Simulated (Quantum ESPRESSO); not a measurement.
## Equation of state of rutile-structure PbO2 (space group 136): energy against volume (Quantum ESPRESSO, PBE)

```
CELL_PARAMETERS angstrom
      4.87181     0.00000     0.00000
      0.00000     4.87181     0.00000
      0.00000     0.00000     3.32972
ATOMIC_POSITIONS crystal
  Pb 0.00000 0.00000 0.00000
  Pb 0.50000 0.50000 0.50000
  O  0.30700 0.30700 0.00000
  O  0.80700 0.19300 0.50000
  O  0.19300 0.80700 0.50000
  O  0.69300 0.69300 0.00000
```

Computed with PBE, GBRV 1.5 ultrasoft (PBE) pseudopotentials (plane waves; Quantum ESPRESSO). Settings: ecutwfc = 52 Ry; ecutrho = 260 Ry; occupations = smearing; smearing = fermi-dirac; degauss = 0.0036749 Ry; potentials = {Pb: pb_pbe_v1.uspp.F.UPF, O: o_pbe_v1.2.uspp.F.UPF}; K_POINTS = automatic 12 12 17 0 0 0; conv_thr = 1e-10 Ry. The cell above is the first row's. The rows scale it uniformly. In all rows fractional positions and the k mesh are held. E is the free energy at the stated smearing, counted from the lowest row.

| V (Å^3/atom) | E (meV/atom) |
|---|---|
| 13.172 | 78.93 |
| 13.458 | 50.19 |
| 13.744 | 28.71 |
| 14.031 | 13.63 |
| 14.317 | 4.29 |
| 14.603 | 0.00 |
| 14.890 | 0.19 |
| 15.176 | 4.30 |
| 15.462 | ? |

Task: Fit E against V with the third-order Birch-Murnaghan form, a cubic in V^(-2/3), and predict the withheld value at V = 15.462.

Result: With u = V^(-2/3) - 0.171, the rows have u = 0.008294, 0.005745, 0.003284, 0.000899, -0.001398, -0.003619, -0.005777, -0.007860. Least squares gives E = 9.375 + 4297.68·u + 478467·u² + 1748855·u³. Residuals (row less fit): -0.002, 0.001, -0.001, 0.003, -0.007, -0.005, 0.012, -0.006; standard error 0.008 (degrees of freedom: 4). Its minimum lies at u = -0.004607, so V0 = (0.166393)^(-3/2) = 14.73. There d²E/du² = 908600 and d³E/du³ = 1.049e7, so B0 = (4/9) × 14.73^(-7/3) × 908600 × 0.160218 = 122 GPa (the last factor turns the table's units into GPa), and B0' = 4 + (2/3) × 0.166393 × (1.049e7)/908600 = 5.3. The program's pressures in the fitted runs (not shown) pass through zero at V = 14.71, 0.15 % from this V0. At the withheld row, u = -0.009877, so E = 9.375 + 4297.68 × (-0.009877) + 478467 × (-0.009877)² + 1748855 × (-0.009877)³ = 11.919 meV/atom. The calculation gives 11.92 meV/atom, which the fit meets to the printed digits. The row lies outside the fitted rows, so this is an extrapolation. From the scatter of the fitted rows alone, a prediction at this place has a standard error of 0.020 meV/atom, so the miss is 0.1 times that.

Carrying the step between the two nearest rows on in a straight line would have given 8.41, off by 3.51; series whose last step already gives the withheld value aren't shown. The scan was laid around a cell of about the measured size, scaled by a guess for this functional; axis ratios and inner coordinates come from that cell. The runs keep the symmetry of the cell, so they don't test it for distortions. Spin-orbit coupling is off. The shape of the cell and the inner coordinates aren't relaxed, so V0 and B0 belong to this uniform scaling; a relaxed crystal lies no higher in energy and is usually softer (forces reach 0.17 eV/Å in these rows). Cutoffs and mesh are single choices, not tested for convergence of this quantity. Series with a scatter that would blur these digits, or in which a gap closes, are not shown. Nor are scans whose minimum lies at an end fitted in this form.
